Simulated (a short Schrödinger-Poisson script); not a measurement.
From a short Schrödinger-Poisson script (our own, NumPy): one-band effective-mass equation with BenDaniel-Duke matching, electrons, heavy and light holes apart, hard walls at the outer ends, one valence edge for both holes (no strain splitting), no charge, excitons, band mixing or non-parabolicity; under a field the levels are quasi-bound states of a box, listed while three quarters of their weight lies within 4 nm of the wells.

Structure: single CdTe/Cd0.85Zn0.15Te quantum well.

```tsv
layer	material	thickness (nm)
1	Cd0.85Zn0.15Te	20
2	CdTe	2
3	Cd0.85Zn0.15Te	20
```

The device is made up for the run: typed textbook-type constants, with dimensions and the other settings drawn at random. CdTe: direct gap (eV) 1.5, conduction-band edge (eV) 0, electron mass (mₑ) 0.096, heavy-hole mass 0.6, light-hole mass 0.12. Cd0.85Zn0.15Te: direct gap (eV) 1.59, conduction-band edge (eV) 0.072, electron mass (mₑ) 0.1, heavy-hole mass 0.6, light-hole mass 0.13.

The valence-band edge of each layer lies one gap below its conduction-band edge. The electron's potential energy rises along the stack by the applied field. Mesh 0.03 nm at interfaces.

Gate and field steps stay those of the base.

One input was changed, with this effect: e1-hh1 transition at zero applied field 1.575 → 1.570 eV; e1 above the well's band edge 61.1 → 56.6 meV.

**Question.** Which change was it?
(A) well width 2 → 1.6 nm
(B) heavy-hole mass in the well 0.6 → 0.48 mₑ
(C) electron mass in the well 0.096 → 0.082 mₑ
(D) well width 2 → 2.5 nm

**Answer.** D, well width 2 → 2.5 nm

Excitons are left out, and strain enters only through the typed gaps and offsets, so measured lines lie elsewhere.
